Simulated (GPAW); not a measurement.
**σxx against uniaxial strain in cubic perovskite BaTiO3 (space group 221): C11 (GPAW, PBEsol)**

```xyz
5
Lattice="3.9238 0.0000 0.0000 0.0000 3.9835 0.0000 0.0000 0.0000 3.9835" Properties=species:S:1:pos:R:3 pbc="T T T"
Ba     0.0000     0.0000     0.0000
Ti     1.9619     1.9918     1.9918
O      1.9619     0.0000     1.9918
O      0.0000     1.9918     1.9918
O      1.9619     1.9918     0.0000
```

Level of theory: PBEsol, GPAW PAW datasets PBEsol (made by gpaw-setup) (plane waves; GPAW 25.7.0). Settings: mode = pw; ecut = 1040 eV; xc = PBEsol; kpts = 10 10 10; mesh shift (steps) = 0 0 0; occupations.name = fermi-dirac; occupations.width = 0.01 eV; nbands = -6; convergence.density = 1e-06 e/electron; convergence.energy = 1e-06 eV/electron; convergence.bands = -4; symmetry.symmorphic = false; symmetry.tolerance = 0.0005; maxiter = 120. The cell above is the first row's. The rows stretch one cube axis (x) by the strain ε and hold the other two. Stress is positive in tension. In all rows fractional positions and the k mesh are held.

```csv
ε (%),σxx (GPa)
-1.5,?
-1.0,-3.32
-0.5,-1.60
0.0,0.02
0.5,1.57
1.0,3.03
1.5,4.43
2.0,5.74
```

**Question.** Fit σxx against ε with a parabola, and predict the withheld value at ε = -1.5.

**Answer.** Least squares gives σxx = 0.020 + 3.1764·ε - 0.1586·ε². Residuals (row less fit): -0.005, 0.008, 0.000, 0.001, -0.008, 0.002, 0.002; standard error 0.006 (degrees of freedom: 4). The slope at ε = 0, 3.1764 GPa per cent, gives C11 ≈ 100 × 3.1764 = 318 GPa, for the static lattice. At the withheld row, σxx = 0.020 + 3.1764 × (-1.5) - 0.1586 × (-1.5)² = -5.101 GPa. The calculation gives -5.12 GPa, 0.019 GPa below the prediction (0.2 % of the range of σxx in the table). The row lies outside the fitted rows, so this is an extrapolation. From the scatter of the fitted rows alone, a prediction at this place has a standard error of 0.012 GPa, so the miss is 1.6 times that.

Carrying the step between the two nearest rows on in a straight line would have given -5.04, off by 0.08; series whose last step already gives the withheld value aren't shown. The reference cell has the volume at which an earlier scan in this program and functional put its minimum by a fit. This is a high-temperature phase, held here by symmetry. The runs keep the symmetry of the cell, so they don't test it for distortions. The unstrained cell stands at a pressure of -0.02 GPa, and the constants belong to that pressure. By symmetry this strain leaves no force on the atoms; the largest in the rows is 0.000 eV/Å. Spin-orbit coupling is off. Cutoffs and mesh are single choices, not tested for convergence of this quantity. Series with a scatter that would blur these digits, or in which a gap closes, are not shown. Strain series were run only where this level's volume lies within 10 % of a first guess from the measured size.
